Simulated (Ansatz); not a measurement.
The parent structure is MgSe in the rock salt structure (space group Fm-3m, No. 225).

```cif
data_Mg4Se4
_chemical_formula_sum 'Mg4 Se4'
_space_group_name_H-M_alt 'Fm-3m'
_space_group_IT_number 225
_space_group_name_Hall '-F 4 2 3'
_cell_length_a 5.44956
_cell_length_b 5.44956
_cell_length_c 5.44956
_cell_angle_alpha 90.000
_cell_angle_beta 90.000
_cell_angle_gamma 90.000
loop_
_atom_site_label
_atom_site_type_symbol
_atom_site_symmetry_multiplicity
_atom_site_Wyckoff_symbol
_atom_site_fract_x
_atom_site_fract_y
_atom_site_fract_z
_atom_site_occupancy
Mg1 Mg 4 a 0.00000 0.00000 0.00000 1
Se1 Se 4 b 0.50000 0.50000 0.50000 1
```
(The calculation used a cell of 2 atoms; values per cell refer to that cell.)

Computed with Kohn–Sham DFT with the PBEsol functional, run in Ansatz (a quantum-chemistry and plane-wave program) with PAW and 420 eV plane waves, spin-orbit coupling left out.

For the base:

* **Gap character**: indirect, Γ → X
* **Lattice parameter a**: 545.0 pm
* **Smallest direct gap**: 2.50 eV
* **Band gap**: 1.78 eV
* **Electron mass**: 0.49 mₑ along k, 0.23 mₑ across (at X)

Now apply this change: cell and atoms relaxed at a pressure of 15 GPa.

What does the calculation give for the gap character, lattice parameter a, smallest direct gap, band gap and electron mass after the change?

The gap character stays indirect, Γ → X; the lattice parameter a falls by 29.2 pm (545.0 pm → 515.8 pm); the smallest direct gap goes up by 1.233 eV (2.50 eV → 3.74 eV); the band gap rises by 0.25 eV, from 1.78 eV to 2.03 eV; the electron mass changes from 0.49 mₑ along k, 0.23 mₑ across (at X) to 0.52 mₑ along k, 0.24 mₑ across (at X).

Load acts through the strain it causes; cell and atoms are relaxed under it. Masses are band curvatures over ±0.01 Å⁻¹ around the edge. Along k means along the line from Γ to the band edge. Stability against distortions was not tested. Competing high-pressure phases were not computed.
